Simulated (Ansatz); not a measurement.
# hexagonal WC (1 0 0) on rock-salt PbTe (0 0 1) (film strained to the substrate, started from cuts of the bulks and a machine-learned relaxation; slabs Pb8Te8 and W20C20, which can lie off the formulas)

A periodic stack without vacuum, hexagonal WC (1 0 0) on rock-salt PbTe (0 0 1) (film strained to the substrate, started from cuts of the bulks and a machine-learned relaxation; slabs Pb8Te8 and W20C20, which can lie off the formulas): substrate slab Pb8Te8, film W20C20, surface cells [[0, -1], [2, 1]] and [[-2, 1], [-1, -2]], film strained by +0.6 and +3.2 %, outermost planes PbTe/PbTe and W/C as cut, which need not be the usual terminations and can put a slab off its formula.

The start was prepared with a machine-learned potential, and the result is one local minimum, with the in-plane cell held and forces under 0.04 eV/Å; the film can end far from its bulk form.

All values below come from PBE (plane waves to 420 eV, PAW; Ansatz, a program for electronic structure). No spin–orbit coupling; the runs are not spin-polarised. Its k-point mesh 4×4×1, Fermi–Dirac width 0.05 eV.

| Property | Value |
|---|---|
| interface area | 43.2 Å² |
| period | 23.37 Å |
| heights between the nearest atoms of the two slabs at the two interfaces | 1.98 and 2.18 Å |
| Te–W contacts across the interfaces within 1.22 times the sum of covalent radii | 11, mean 3.15 Å |
| Pb–W contacts across the interfaces within 1.22 times the sum of covalent radii | 10, mean 3.24 Å |
| C–Pb contacts across the interfaces within 1.22 times the sum of covalent radii | 1, mean 2.67 Å |
| C–Te contacts across the interfaces within 1.22 times the sum of covalent radii | 1, mean 2.18 Å |

```
CELL_PARAMETERS angstrom
      6.57107    -0.00103    -0.04609
     -0.00047     6.56798    -0.20747
      2.57087    -0.74596    23.39121
ATOMIC_POSITIONS crystal
  Pb 0.00586 0.16289 0.19875
  Pb 0.50301 0.66415 0.20485
  Pb 0.55885 0.12306 0.04429
  Pb 0.02477 0.61771 0.04221
  Pb 0.77696 0.00177 0.48887
  Pb 0.34666 0.29381 0.47960
  Pb 0.45067 0.18957 0.32777
  Pb 0.95492 0.68895 0.32600
  Te 0.00529 0.66443 0.19497
  Te 0.50583 0.16490 0.19418
  Te 0.52522 0.61298 0.03971
  Te 0.05036 0.11697 0.04626
  Te 0.77451 0.49419 0.49145
  Te 0.28983 0.79050 0.50779
  Te 0.45437 0.69356 0.33421
  Te 0.95800 0.19369 0.33189
  W  0.39115 0.10952 0.59381
  W  0.58815 0.71689 0.59245
  W  0.98919 0.91742 0.59564
  W  0.19070 0.51356 0.59498
  W  0.79398 0.30744 0.59450
  C  0.27827 0.82005 0.63045
  C  0.47908 0.41956 0.62624
  C  0.87906 0.62283 0.62663
  C  0.07900 0.22077 0.62743
  C  0.67605 0.01890 0.62823
  W  0.55154 0.23679 0.69994
  W  0.75123 0.83673 0.69996
  W  0.15137 0.03711 0.70067
  W  0.35222 0.63590 0.70003
  W  0.95179 0.43688 0.69988
  C  0.43854 0.94442 0.73590
  C  0.63899 0.54488 0.73537
  C  0.03895 0.74466 0.73593
  C  0.23819 0.34492 0.73562
  C  0.83809 0.14517 0.73575
  W  0.71231 0.36083 0.80734
  W  0.91272 0.96125 0.80754
  W  0.31176 0.16092 0.80757
  W  0.51278 0.76108 0.80727
  W  0.11229 0.56104 0.80750
  C  0.59984 0.06905 0.84208
  C  0.79874 0.66913 0.84259
  C  0.19842 0.87015 0.84305
  C  0.40017 0.46884 0.84256
  C  0.00010 0.26803 0.84311
  W  0.87473 0.48462 0.91444
  W  0.07224 0.08608 0.91803
  W  0.47318 0.28346 0.91435
  W  0.67366 0.88747 0.91456
  W  0.27182 0.68578 0.91427
  C  0.75713 0.19390 0.94256
  C  0.96169 0.78634 0.94263
  C  0.36886 0.98903 0.94134
  C  0.56137 0.59257 0.94662
  C  0.16376 0.39779 0.94222
```
